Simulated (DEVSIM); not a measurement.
System: abrupt Si p-n junction, at 300 K.

```
layer (left to right)  material  thickness (μm)  Nd (cm⁻³)  Na (cm⁻³)  τn (s)  τp (s)
---------------------  --------  --------------  ---------  ---------  ------  ------
1                            Si           0.180          -     1.7e15  4.2e-5  4.2e-5
2                            Si           0.960     3.8e16          -  4.2e-5  4.2e-5
```

Left contact: ohmic. Right contact: ohmic. Voltage is applied to the left contact. Recombination: SRH at mid-gap, radiative, Auger. Mobility is constant in doping.

This is a model device: material constants are rounded textbook-type values typed into the input, and sizes, dopings and lifetimes were drawn at random. Values at 300 K.

```csv
parameter,Si
gap (eV),1.124
affinity (eV),4.05
permittivity,11.7
Nc (cm⁻³),2.86e19
Nv (cm⁻³),3.1e19
μn (cm²/Vs),1417
μp (cm²/Vs),470
B (cm³/s),4.7e-15
Cn (cm⁶/s),2.8e-31
Cp (cm⁶/s),9.9e-32
```

Model (solved in DEVSIM): 1D drift-diffusion, Boltzmann statistics, complete ionisation; no tunnelling, impact ionisation, image-force lowering or self-heating.

**Question.** Tabulate band edges, carrier densities and field at zero bias.

**Answer.** Energies count from the Fermi level of the right contact; mesh points crowd at the junctions.

```json
[
 {"x (μm)": "0.000", "Ec (eV)": "0.870", "Ev (eV)": "-0.254", "n (cm⁻³)": "68000", "p (cm⁻³)": "1.7e15", "field (V/cm)": "-30000"},
 {"x (μm)": "0.01281", "Ec (eV)": "0.832", "Ev (eV)": "-0.292", "n (cm⁻³)": "300000", "p (cm⁻³)": "3.9e14", "field (V/cm)": "-30000"},
 {"x (μm)": "0.02871", "Ec (eV)": "0.784", "Ev (eV)": "-0.340", "n (cm⁻³)": "1900000", "p (cm⁻³)": "6.1e13", "field (V/cm)": "-30000"},
 {"x (μm)": "0.05259", "Ec (eV)": "0.711", "Ev (eV)": "-0.413", "n (cm⁻³)": "3.2e7", "p (cm⁻³)": "3.6e12", "field (V/cm)": "-31000"},
 {"x (μm)": "0.09360", "Ec (eV)": "0.582", "Ev (eV)": "-0.542", "n (cm⁻³)": "4.7e9", "p (cm⁻³)": "2.5e10", "field (V/cm)": "-32000"},
 {"x (μm)": "0.1269", "Ec (eV)": "0.475", "Ev (eV)": "-0.649", "n (cm⁻³)": "3.0e11", "p (cm⁻³)": "3.8e8", "field (V/cm)": "-33000"},
 {"x (μm)": "0.1509", "Ec (eV)": "0.395", "Ev (eV)": "-0.729", "n (cm⁻³)": "6.6e12", "p (cm⁻³)": "1.8e7", "field (V/cm)": "-33000"},
 {"x (μm)": "0.1721", "Ec (eV)": "0.323", "Ev (eV)": "-0.801", "n (cm⁻³)": "1.1e14", "p (cm⁻³)": "1100000", "field (V/cm)": "-34000"},
 {"x (μm)": "0.1831", "Ec (eV)": "0.286", "Ev (eV)": "-0.838", "n (cm⁻³)": "4.5e14", "p (cm⁻³)": "260000", "field (V/cm)": "-32000"},
 {"x (μm)": "0.1966", "Ec (eV)": "0.248", "Ev (eV)": "-0.876", "n (cm⁻³)": "2.0e15", "p (cm⁻³)": "59000", "field (V/cm)": "-25000"},
 {"x (μm)": "0.2188", "Ec (eV)": "0.206", "Ev (eV)": "-0.918", "n (cm⁻³)": "1.0e16", "p (cm⁻³)": "12000", "field (V/cm)": "-13000"},
 {"x (μm)": "0.2650", "Ec (eV)": "0.176", "Ev (eV)": "-0.948", "n (cm⁻³)": "3.2e16", "p (cm⁻³)": "3700", "field (V/cm)": "-2100"},
 {"x (μm)": "0.3236", "Ec (eV)": "0.172", "Ev (eV)": "-0.952", "n (cm⁻³)": "3.8e16", "p (cm⁻³)": "3100", "field (V/cm)": "-140"},
 {"x (μm)": "0.4134", "Ec (eV)": "0.171", "Ev (eV)": "-0.953", "n (cm⁻³)": "3.8e16", "p (cm⁻³)": "3100", "field (V/cm)": "≈ 0"},
 {"x (μm)": "0.5997", "Ec (eV)": "0.171", "Ev (eV)": "-0.953", "n (cm⁻³)": "3.8e16", "p (cm⁻³)": "3100", "field (V/cm)": "≈ 0"},
 {"x (μm)": "0.7800", "Ec (eV)": "0.171", "Ev (eV)": "-0.953", "n (cm⁻³)": "3.8e16", "p (cm⁻³)": "3100", "field (V/cm)": "≈ 0"},
 {"x (μm)": "0.9038", "Ec (eV)": "0.171", "Ev (eV)": "-0.953", "n (cm⁻³)": "3.8e16", "p (cm⁻³)": "3100", "field (V/cm)": "≈ 0"},
 {"x (μm)": "0.9945", "Ec (eV)": "0.171", "Ev (eV)": "-0.953", "n (cm⁻³)": "3.8e16", "p (cm⁻³)": "3100", "field (V/cm)": "≈ 0"},
 {"x (μm)": "1.066", "Ec (eV)": "0.171", "Ev (eV)": "-0.953", "n (cm⁻³)": "3.8e16", "p (cm⁻³)": "3100", "field (V/cm)": "≈ 0"},
 {"x (μm)": "1.101", "Ec (eV)": "0.171", "Ev (eV)": "-0.953", "n (cm⁻³)": "3.8e16", "p (cm⁻³)": "3100", "field (V/cm)": "≈ 0"},
 {"x (μm)": "1.123", "Ec (eV)": "0.171", "Ev (eV)": "-0.953", "n (cm⁻³)": "3.8e16", "p (cm⁻³)": "3100", "field (V/cm)": "≈ 0"},
 {"x (μm)": "1.140", "Ec (eV)": "0.171", "Ev (eV)": "-0.953", "n (cm⁻³)": "3.8e16", "p (cm⁻³)": "3100", "field (V/cm)": "≈ 0"}
]
```
